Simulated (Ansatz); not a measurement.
The reference is WSe2 (space group P6_3/mmc, No. 194; a = 3.279 Å, c = 12.786 Å; layered, stacked along the Cartesian z axis).

All numbers come from PBE-D3(BJ) (Ansatz, a quantum-chemistry and plane-wave program; PAW; 420 eV plane waves; no spin-orbit coupling).

One change was made to it. Results:

```json
[
 {"quantity": "lattice parameter a", "base": "3.279 Å", "after": "3.208 Å"},
 {"quantity": "valence-band top at Γ (three highest levels, from the VBM)", "base": "0.00, -0.96, -1.20 eV", "after": "0.00, -0.58, -1.46 eV"},
 {"quantity": "hole mass", "base": "1.3 mₑ along c, 0.70 mₑ across (at Γ)", "after": "2.2 mₑ along c, 0.50 mₑ across (at Γ)"}
]
```

Task: Which of these changes matches the shifts?
A. pressure 7.5 GPa
B. pressure 1.5 GPa
C. pressure 0.3 GPa
D. pressure 3 GPa

Result: A, pressure 7.5 GPa. For comparison, the valence-band top at Γ in the other runs: pressure 0.3 GPa gives 0.00, -0.94, -1.22 eV; pressure 3 GPa gives 0.00, -0.77, -1.40 eV; pressure 1.5 GPa gives 0.00, -0.85, -1.31 eV.

Spin-orbit coupling, missing from the scalar runs, can matter with W. The levels and masses belong to the bands next to the band gap. Load acts through the strain it causes; cell and atoms are relaxed under it. Masses are band curvatures over ±0.01 Å⁻¹ around the edge. No phonon test of stability was made. Competing high-pressure phases were not computed.
